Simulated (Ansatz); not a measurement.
## How the formation enthalpy of AlP (model structure, started from the WC type, P-6m2, No. 187, 2 atoms in the cell) moves with the method

No measured value is used here.

```json
[
 {"level (code)": "PBE (Ansatz)", "value (eV/atom)": "-0.145"},
 {"level (code)": "PBEsol (Ansatz)", "value (eV/atom)": "-0.168"},
 {"level (code)": "PBE-D3(BJ) (Ansatz)", "value (eV/atom)": "-0.169"}
]
```

PBE, PBEsol, PBE-D3(BJ): an element's reference phase differs from the standard state of thermochemical tables. Each level is taken at its own relaxed cell. Ansatz's density-functional and Hartree–Fock values are scalar-relativistic unless marked +SOC, with PAW data made under PBE.

A model structure was made by putting elements into a prototype or built by hand; it is no filed structure, need not be a known phase, and can be a saddle point held by its symmetry.

Ansatz is a quantum-chemistry and plane-wave program.
